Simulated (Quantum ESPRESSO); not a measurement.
# σyy against uniaxial strain in CsCl-type PdIn (space group 221): C12 (Quantum ESPRESSO, LDA)

```yaml
crystal:
  lattice:
    - [3.16538, 0.00000, 0.00000]
    - [0.00000, 3.21359, 0.00000]
    - [0.00000, 0.00000, 3.21359]
  atoms:
    - { symbol: In, position: [0.50000, 0.50000, 0.50000] }
    - { symbol: Pd, position: [0.00000, 0.00000, 0.00000] }
```

Level of theory: LDA (PZ), GBRV 1.5 ultrasoft (LDA) pseudopotentials (plane waves; Quantum ESPRESSO). Settings: ecutwfc = 52 Ry; ecutrho = 416 Ry; occupations = smearing; smearing = fd; degauss = 0.0036749 Ry; potentials = {In: in_lda_v1.4.uspp.F.UPF, Pd: pd_lda_v1.4.uspp.F.UPF}; K_POINTS = automatic 20 20 20 0 0 0; conv_thr = 1e-10 Ry; mixing_beta = 0.3. The cell above is the first row's. The rows stretch one cube axis (x) by the strain ε and hold the other two. Stress is positive in tension. In all rows fractional positions and the k mesh are held.

| ε (%) | σyy (GPa) |
|---|---|
| -1.5 | -2.04 |
| -1.0 | -1.27 |
| -0.5 | -0.53 |
| 0.0 | 0.17 |
| 0.5 | 0.85 |
| 1.0 | 1.51 |
| 1.5 | 2.15 |
| 2.0 | ? |

Fit σyy of the 7 rows that show it with a parabola. Least squares gives σyy = 0.172 + 1.3936·ε - 0.0519·ε². Residuals (row less fit): -0.005, 0.004, 0.008, -0.002, -0.006, -0.004, 0.004; standard error 0.006 (degrees of freedom: 4). The slope at ε = 0, 1.3936 GPa per cent, gives C12 ≈ 100 × 1.3936 = 139 GPa, for the static lattice.

Problem. What does the fit predict for σyy at ε = 2.0, and how far is the calculated value from it?

Solution. σyy = 0.172 + 1.3936 × 2.0 - 0.0519 × 2.0² = 2.752 GPa. The calculation gives 2.77 GPa, 0.018 GPa above the prediction (0.4 % of the range of σyy in the table). The row lies outside the fitted rows, so this is an extrapolation. From the scatter of the fitted rows alone, a prediction at this place has a standard error of 0.012 GPa, so the miss is 1.5 times that.

Carrying the step between the two nearest rows on in a straight line would have given 2.79, off by 0.02; series whose last step already gives the withheld value aren't shown. The reference cell has the volume at which an earlier scan in this program and functional put its minimum by a fit. The runs keep the symmetry of the cell, so they don't test it for distortions. The unstrained cell stands at a pressure of -0.17 GPa, and the constants belong to that pressure. By symmetry this strain leaves no force on the atoms; the largest in the rows is 0.000 eV/Å. Spin polarisation is off. Without a gap such slopes are sensitive to mesh and smearing. Cutoffs and mesh are single choices, not tested for convergence of this quantity. Series with a scatter that would blur these digits, or in which a gap closes, are not shown. Strain series were run only where this level's volume lies within 10 % of a first guess from the measured size.
